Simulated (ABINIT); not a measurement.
```xyz
5
Lattice="3.9138 0.0000 0.0000 0.0000 3.9138 0.0000 0.0000 0.0000 3.9138" Properties=species:S:1:pos:R:3 pbc="T T T"
K      0.0000     0.0000     0.0000
Zn     1.9569     1.9569     1.9569
F      1.9569     0.0000     1.9569
F      0.0000     1.9569     1.9569
F      1.9569     1.9569     0.0000
```

Method: PBE, PAW (JTH v2.0 PBE PAW) (plane waves; ABINIT).

The set-up and first iterations of an ABINIT log for KZnF3 (Pm-3m, 5 atoms in the cell):

```
 Symmetries : space group Pm -3 m (#221); Bravais cP (primitive cubic)

 -outvars: echo values of preprocessed input variables --------
            acell      1.8897261329E+00  1.8897261329E+00  1.8897261329E+00 Bohr
             ecut      3.00000000E+01 Hartree
              ixc          11
         kptrlatt        4    0    0      0    4    0      0    0    4
          kptrlen      2.95842749E+01
            natom           5
            nband          28
            ngfft          40      40      40
          ngfftdg          54      54      54
             nkpt          10
            nstep          80
             nsym          48
           ntypat           3
           occopt           3
        pawecutdg      6.00000000E+01 Hartree
          pawovlp     -1.0000000000E+00
         pawxcdev           0
            rprim      3.9138310000E+00  0.0000000000E+00  0.0000000000E+00
   [... lines left out ...]
                       5.0000000000E-01  5.0000000000E-01  0.0000000000E+00
            znucl       19.00000   30.00000    9.00000

== DATASET  1 ==================================================================

 Exchange-correlation functional for the present dataset will be:
  GGA: Perdew-Burke-Ernzerhof functional - ixc=11
 Citation for XC functional:
  J.P.Perdew, K.Burke, M.Ernzerhof, PRL 77, 3865 (1996)

 Real(R)+Recip(G) space primitive vectors, cartesian coordinates (Bohr,Bohr^-1):
 R(1)=  7.3960687  0.0000000  0.0000000  G(1)=  0.1352070  0.0000000  0.0000000
 R(2)=  0.0000000  7.3960687  0.0000000  G(2)=  0.0000000  0.1352070  0.0000000
 R(3)=  0.0000000  0.0000000  7.3960687  G(3)=  0.0000000  0.0000000  0.1352070
 Unit cell volume ucvol=  4.0457851E+02 bohr^3
 Angles (23,13,12)=  9.00000000E+01  9.00000000E+01  9.00000000E+01 degrees

 Coarse grid specifications (used for wave-functions):

 getcut: wavevector=  0.0000  0.0000  0.0000  ngfft=  40  40  40
         ecut(hartree)=     30.000   => boxcut(ratio)=   2.19348

 Fine grid specifications (used for densities):

 getcut: wavevector=  0.0000  0.0000  0.0000  ngfft=  54  54  54
         ecut(hartree)=     60.000   => boxcut(ratio)=   2.09388

   1.60345478E+03                                ecore*ucvol(ha*bohr**3)

_setup2: Arith. and geom. avg. npw (full set) are    3180.578    3180.559
--- !BeginCycle
solver: {iscf: 17, nstep: 80, nline: 4, wfoptalg: 10, }
tolerances: {tolvrs: 1.00E-10, }
...

     iter   Etot(hartree)      deltaE(h)  residm     nres2
 ETOT  1  -164.34883823704    -1.643E+02 7.199E+00 4.313E+01
 ETOT  2  -166.31508394509    -1.966E+00 5.921E-01 7.738E+01
 ETOT  3  -166.22451306590     9.057E-02 5.169E-02 2.361E+01
 ETOT  4  -166.21081642000     1.370E-02 2.342E-02 3.729E+00
 ETOT  5  -166.20973179486     1.085E-03 2.061E-02 2.126E+00
```

Task: Will this run converge, and how will it end?

Result: The run converged in 48 iterations. Its thresholds were met; that alone does not show that basis and mesh suffice. It ends on: free energy E − TS -4522.72 eV; top of the valence band (on the code's own zero) 3.79 eV; gap on the k-point mesh 4.11 eV; pressure 15.38 GPa. The log goes on:

```
   [... 39 lines left out ...]
 ETOT 45  -166.20677903123     1.648E-12 1.741E-05 9.465E-10
 ETOT 46  -166.20677903123     1.819E-12 6.976E-06 4.451E-10
 ETOT 47  -166.20677903124    -7.475E-12 1.712E-05 8.148E-10
 ETOT 48  -166.20677903124    -2.530E-12 6.855E-06 5.987E-11
 At SCF step   48       nres2   =  5.99E-11 < tolvrs=  1.00E-10 =>converged.

 Cartesian components of stress tensor (hartree/bohr^3)
  sigma(1 1)= -5.22759219E-04  sigma(3 2)=  0.00000000E+00
  sigma(2 2)= -5.22759219E-04  sigma(3 1)=  0.00000000E+00
  sigma(3 3)= -5.22759219E-04  sigma(2 1)=  0.00000000E+00

 ----iterations are completed or convergence reached----

 reduced coordinates (array xred) for    5 atoms
       0.000000000000      0.000000000000      0.000000000000
       0.500000000000      0.500000000000      0.500000000000
       0.500000000000      0.000000000000      0.500000000000
       0.000000000000      0.500000000000      0.500000000000
       0.500000000000      0.500000000000      0.000000000000
 cartesian forces (eV/Angstrom) at end:
    1     -0.00000000000000    -0.00000000000000    -0.00000000000000
    2     -0.00000000000000    -0.00000000000000    -0.00000000000000
   [... lines left out ...]
 Fermi (or HOMO) energy (hartree) =   0.24356   Average Vxc (hartree)=  -0.37034
   [... lines left out ...]
local_psp           : -1.54136600520380E+02
internal            : -1.66206781341487E+02
'-kT*entropy'       :  6.58550453649071E-16
total_energy        : -1.66206781341487E+02
total_energy_eV     : -4.52271652721828E+03
...

-Cartesian components of stress tensor (GPa)         [Pressure=  1.5380E+01 GPa]
- sigma(1 1)= -1.53801046E+01  sigma(3 2)=  0.00000000E+00
- sigma(2 2)= -1.53801046E+01  sigma(3 1)=  0.00000000E+00
- sigma(3 3)= -1.53801046E+01  sigma(2 1)=  0.00000000E+00

 Calculation completed.
```

For comparison: a first run was changed to give this one (lattice scaled by 0.98), and from it to this one the free energy goes up by 57.3 meV/atom, the pressure goes from 7.96 to 15.38 GPa and the gap on the mesh goes from 3.939 to 4.109 eV.

The starting cell has typed, rounded lattice constants, without a prior relaxation at this level. Its lattice was rescaled by a random factor within 2.5 % of one. For this run, on top of that: lattice scaled by 0.98. With a pressure of about 15 GPa the cell is away from its equilibrium volume at this level.

The run was DFT, PBE, plane waves, PAW (JTH v2.0 PBE PAW). Main settings of its input:

pseudos: [K.GGA_PBE-JTH.xml, Zn.GGA_PBE-JTH.xml, F.GGA_PBE-JTH.xml]
ecut: 30 Ha
pawecutdg: 60 Ha
pawxcdev: 0
ixc: 11
occopt: 3
tsmear: 0.00036749 Ha
ngkpt: 4 4 4
nshiftk: 1
shiftk: 0 0 0
potentials: JTH v2.0 PBE PAW
nband: 28
